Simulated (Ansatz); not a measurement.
## Smallest direct gap on the k points sampled of Ca3P2 (model structure, from the A-La2O3 type, P-3m1, No. 164) at several levels of theory

No measured value is used here.

| level (code) | value (eV) |
|---|---|
| LDA (Ansatz) | 1.56 |
| PBE (Ansatz) | ? |
| PBEsol (Ansatz) | 1.64 |
| r²SCAN (Ansatz) | 2.06 |
| HSE06 (Ansatz) | ? |
| PBE0 (Ansatz) | 3.07 |
| r²SCAN0 (Ansatz) | 3.36 |

Problem. What belongs in the gaps?

Solution. 
- PBE (Ansatz, a quantum-chemistry and plane-wave program), value (eV): 1.71
- HSE06 (Ansatz), value (eV): 2.44

Computed values are for a static lattice.  Values are at the PBEsol cell. Cutoffs and k meshes differ between the levels. Ansatz's density-functional and Hartree–Fock values are scalar-relativistic unless marked +SOC, with PAW data made under PBE.

A model structure was made by putting elements into a prototype or built by hand; it is no filed structure, need not be a known phase, and can be a saddle point held by its symmetry.
